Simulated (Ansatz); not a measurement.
The starting structures come from a database of crystals and need not be the phases stable at ambient conditions.

 Where the default PAW files enter, the runs use the earlier of Ansatz's two default sets.

**Evanescent states of SiO$_{2}$ (P6_322, not sure to be the ambient phase, 12 atoms a cell, 15.9 Å³ an atom) along the normal of (100)**

Calculation: r2SCAN (plane waves, PAW; Ansatz, a quantum-chemistry and plane-wave program).

No gap correction and no spin-orbit coupling; mid-gap values are interpolated between computed energies.

Energies count from the valence-band top; κ is the least over a 6×4 mesh across the current.

| E (eV) | κ (1/Å) | where |
|---|---|---|
| 0.14 | 0.258 | Γ |
| 0.42 | 0.381 | Γ |
| 0.70 | 0.445 | Γ |
| 0.98 | 0.481 | Γ |
| 1.26 | 0.502 | Γ |
| 1.54 | 0.516 | Γ |
| 1.82 | 0.524 | Γ |
| 2.10 | 0.528 | Γ |
| 2.38 | 0.529 | Γ |
| 2.66 | 0.527 | Γ |
| 2.94 | 0.522 | Γ |
| 3.22 | 0.515 | Γ |
| 3.50 | 0.505 | Γ |
| 3.78 | 0.491 | Γ |
| 4.06 | 0.475 | Γ |
| 4.34 | 0.454 | Γ |
| 4.62 | 0.429 | Γ |
| 4.90 | 0.398 | Γ |
| 5.18 | 0.360 | Γ |
| 5.46 | 0.312 | Γ |
| 5.74 | 0.250 | Γ |
| 6.02 | 0.154 | Γ |

Question: How thick must the barrier be to attenuate the transmission by 10^8 when the electrodes' Fermi level lies at 2.94 eV, and what attenuation does that film give at 4.90 eV?

Answer: d = 8 ln 10 / (2 × 0.522) = 17.6 Å. At 4.90 eV it gives 8 × 0.398/0.522 = 6.1 decades.
